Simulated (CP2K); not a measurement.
Variants of one calculation on CdH (P6_3mc, 4 atoms in the cell)

```
CELL_PARAMETERS angstrom
      3.06053     0.00000     0.00000
     -1.53026     2.65050     0.00000
      0.00000     0.00000     7.24012
ATOMIC_POSITIONS crystal
  Cd 0.33333 0.66667 0.05207
  Cd 0.66667 0.33333 0.55207
  H  0.33333 0.66667 0.32293
  H  0.66667 0.33333 0.82293
```

Base run A: PBEsol, GPW, DZVP-MOLOPT-SR-GTH basis, GTH-PBE potentials (GTH_POTENTIALS) (CP2K), self-consistent single point.

Its settings: CUTOFF = 500 Ry; REL_CUTOFF = 50 Ry; SMEAR/METHOD = MARZARI_VANDERBILT; SIGMA = 0.272 eV; KPOINTS/SCHEME = MONKHORST-PACK 10 10 4; XC_FUNCTIONAL = PBE:PBESOL; Cd/BASIS_SET = DZVP-MOLOPT-SR-GTH; Cd/POTENTIAL = GTH-PBE-q12; H/BASIS_SET = DZVP-MOLOPT-SR-GTH; H/POTENTIAL = GTH-PBE-q1; METHOD = GPW; EPS_DEFAULT = 1e-10; NGRIDS = 5; SCF_GUESS = ATOMIC; EPS_SCF = 1e-06; MAX_SCF = 100; ADDED_MOS = 5; MIXING/METHOD = BROYDEN_MIXING; MIXING/ALPHA = 0.3; MIXING/NBUFFER = 10.

The starting cell comes from a database of computed structures (which also holds hypothetical and non-ambient phases and stackings), without a prior relaxation at this level. Values carry the incompleteness of an atom-centred basis. The potentials were made for another functional than the one used. In the base run, with a pressure of about -3 GPa the cell is away from its equilibrium volume at this level.

ΔF is the free energy per atom less that of run A. A dash stands where there is no value to compare (another energy zero or no entropy term, no result, no spin, no clean gap, or a mesh too coarse for one). Absolute energies have different zeros for different potentials, functionals, Hubbard and dispersion terms and are not compared across them.

| run | change | ΔF (meV/atom) | pressure (GPa) | largest force (eV/Å) | k-points | valence electrons |
|---|---|---|---|---|---|---|
| A | base | 0.00 | -3.07 | 0.082 | 200 | 26 |
| B | KPOINTS/SCHEME: MONKHORST-PACK 10 10 4 → MONKHORST-PACK 8 8 3; GAMMA_CENTERED: default → T | -5.6 | -2.97 | 0.095 | 98 | 26 |
| C | XC_FUNCTIONAL: PBE:PBESOL → GGA_X_PW91 + GGA_C_PW91 [PW91] | – | 0.02 | 0.090 | 200 | 26 |
| D | 2 x 1 x 1 supercell, mesh divided to match; ADDED_MOS: 5 → 9; KPOINTS/SCHEME: MONKHORST-PACK 10 10 4 → MACDONALD 5 10 4 0.1 0 0 | 0.00 | -3.07 | 0.082 | 100 | 52 |
| E | MIXING/ALPHA: 0.3 → 0.6 | 0.00 | -3.07 | 0.082 | 200 | 26 |
| F | SCF_GUESS: ATOMIC → RANDOM | 0.00 | -3.07 | 0.082 | 200 | 26 |
| G | NGRIDS: 5 → 6 | 0.00 | -3.07 | 0.082 | 200 | 26 |

Run B against A: The free energy falls by 5.6 meV/atom, the pressure goes from -3.07 to -2.97 GPa and the largest force goes from 0.082 to 0.095 eV/Å.

Run C against A: The pressure goes from -3.07 to 0.02 GPa and the largest force goes from 0.082 to 0.090 eV/Å.
